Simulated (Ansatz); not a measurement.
Computed paths: Y-vacancy pair in ceria, charge state +1

System: Y-vacancy pair (Y on one host Ce site, one O site vacant) in ceria (charge state +1). Computed with PBE, PAW (plane waves to 420 eV; Ansatz, an electronic-structure program).

Settings: 96 host sites, the relaxed PBE lattice, one k-point at (0.250, 0.250, 0.250), smearing 0.01 eV, spin-restricted, no image-charge correction. Static, classical nuclei. Spin-orbit coupling is left out. The charge state is imposed; whether it is stable for some Fermi level was not computed. Forms of the defect that were not tried may lie lower.

Barriers: single points on a 2×2×2 k-point mesh shifted by half a step at the bands' geometries.

| Route | Start site over the lowest site run (eV) | Hop (Å) | Forward barrier (eV) | Backward barrier (eV) | Neighbours at the start | Neighbours at the saddle | Saddle order | Forward, on the band's own sampling (eV) |
|---|---|---|---|---|---|---|---|---|
| a nearby O atom hops onto the vacant site (Y-vacancy distance between ideal sites 2.37 Å throughout) | 0.00 | 2.33 | 0.49 | 0.49 | Ce at 2.28, 2 Ce at 2.47; 2 O at 2.75, 2 O at 2.79, O at 2.93; Y at 2.36 Å | Ce at 2.04; Y at 2.17 Å | not checked, on a symmetry element | 0.49 |
| a nearby O atom hops onto the vacant site (Y-vacancy distance between ideal sites 2.37 → 4.53 Å) | 0.00 | 2.30 | 0.52 | 0.34 | 2 Ce at 2.33, 2 Ce at 2.49; 4 O at 2.76, O at 2.94 Å | 2 Ce at 2.11 Å | not checked, on a symmetry element | 0.52 |

Paths come from climbing-image nudged elastic band runs.  A band can be held on a symmetry element, so unchecked saddle points there may be too high.
